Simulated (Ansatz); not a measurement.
BN under a change: biaxial strain +1.20 %, plane normal [001], relaxed out of plane

The reference is BN in the wurtzite structure (space group P6_3mc, No. 186; a = 2.5232 Å, c = 4.1751 Å). Axes: x lies along a and z along c of the hexagonal cell.

The change: biaxial strain +1.20 %, plane normal [001], relaxed out of plane (Cartesian); in-plane vectors clamped, the third vector and the atoms free.

Method: LDA in Ansatz (plane waves to 420 eV, PAW, no spin-orbit coupling). Γ-centred 15×15×8 mesh, Fermi–Dirac width 0.05 eV.

Volume per atom: 5.89 Å³ (base 5.76 Å³)
Space group: P6_3mc (No. 186) (base P6_3mc (No. 186))
Pressure (mean of the normal stresses, compression positive): -85.3 kbar (base 0.0 kbar)
Band gap: 5.04 eV (base 4.93 eV)
Gap character: indirect, Γ → K (base indirect, Γ → K)
Smallest direct gap: 8.11 eV (base 8.29 eV)
Electron mass: 0.30 mₑ out of plane, 0.51 mₑ in plane (at K) (base 0.30 mₑ along c, 0.50 mₑ across (at K))
Valence-band top at Γ (three highest levels, from the VBM): 0.00, 0.00, -0.22 eV (base 0.00, 0.00, -0.29 eV)
Out-of-plane strain: -0.14 %
Ratio −ε⊥/ε∥: 0.12
Mean in-plane stress (compression positive): -12.8 GPa

Final structure (turned so that z lies along the plane normal):

```
CELL_PARAMETERS angstrom
      2.55348     0.00000     0.00000
      1.27674     2.21138     0.00000
      0.00000     0.00000     4.16926
ATOMIC_POSITIONS crystal
  B  0.33333 0.33333 0.00012
  B  0.66667 0.66667 0.50012
  N  0.33333 0.33333 0.37488
  N  0.66667 0.66667 0.87488
```

Effective masses come from finite differences of ±0.01 Å⁻¹. Whether these cells are dynamically stable was not tested.

Ansatz is an electronic-structure program.
